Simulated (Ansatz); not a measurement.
Take InP in the zinc blende structure (space group F-43m, No. 216) as the base.

```cif
data_InP
_chemical_formula_sum 'In1 P1'
_space_group_name_H-M_alt 'P 1'
_space_group_IT_number 1
_cell_length_a 4.15668
_cell_length_b 4.15668
_cell_length_c 4.15668
_cell_angle_alpha 60.000
_cell_angle_beta 60.000
_cell_angle_gamma 60.000
loop_
_space_group_symop_operation_xyz
  'x, y, z'
loop_
_atom_site_label
_atom_site_type_symbol
_atom_site_fract_x
_atom_site_fract_y
_atom_site_fract_z
_atom_site_occupancy
In1 In 0.00000 0.00000 0.00000 1
P1 P 0.25000 0.25000 0.25000 1
```

Computed with Ansatz (a program for electronic structure), PBEsol, PAW, cutoff 420 eV, no spin-orbit coupling.

Before the change:

| Item | Value |
|---|---|
| Band gap | 0.57 eV |
| Gap character | direct at Γ |

The change: the cell is scaled by 1.0050 in all directions; the atoms relax in the strained cell.

Task: Estimate the effect on the energy relative to the base, band gap and gap character.

Result: The energy increases by 1.2 meV/atom; the band gap drops by 0.08 eV to 0.49 eV; the gap character is still direct at Γ.

Whether these cells are dynamically stable was not tested.
